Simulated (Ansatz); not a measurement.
Zr, response to strain

The reference is Zr in the hcp (Mg type) structure (space group P6_3/mmc, No. 194; relaxed with 0.1 eV smearing).

```
CELL_PARAMETERS angstrom
      3.24431     0.00000     0.00000
     -1.62215     2.80965     0.00000
      0.00000     0.00000     5.15800
ATOMIC_POSITIONS crystal
  Zr 0.33333 0.66667 0.75000
  Zr 0.66667 0.33333 0.25000
```

Cartesian axes are those of the cell as printed.

Strains are applied to the cell and any free atomic positions relax; under biaxial strain the out-of-plane vector relaxes too.

The values are results of r2SCAN/PAW in Ansatz (an electronic-structure program), no SOC, not measurements.

Notes on the quantities. pressure: mean of the normal stresses, compression positive.

| variant | volume per atom | pressure |
|---|---|---|
| base | 23.51 Å³ | 0.0 GPa |
| biaxial strain −2.47 %, plane normal [001], relaxed out of plane | 22.81 Å³ | 2.8 GPa |
| biaxial strain −0.70 %, plane normal [001], relaxed out of plane | 23.30 Å³ | 0.8 GPa |
| biaxial strain +0.90 %, plane normal [001], relaxed out of plane | 23.78 Å³ | -1.0 GPa |
| biaxial strain +4.99 %, plane normal [001], relaxed out of plane | 24.99 Å³ | -4.9 GPa |
| isotropic strain −0.77 % | 22.97 Å³ | 2.3 GPa |
| uniaxial strain ε_yy = +4.80 % | 24.64 Å³ | [?] |
| tensor shear ε_xy = +1.41 % | 23.50 Å³ | 0.0 GPa |
| tensor shear ε_xz = −0.76 % | 23.51 Å³ | 0.0 GPa |
| tensor shear ε_yz = −1.20 % | 23.51 Å³ | 0.0 GPa |

**Question.** Some entries are withheld; estimate them.

**Answer.** 
- uniaxial strain ε_yy = +4.80 %, pressure: -4.1 GPa

Stability against distortions was not tested. All final runs are without spin polarisation.
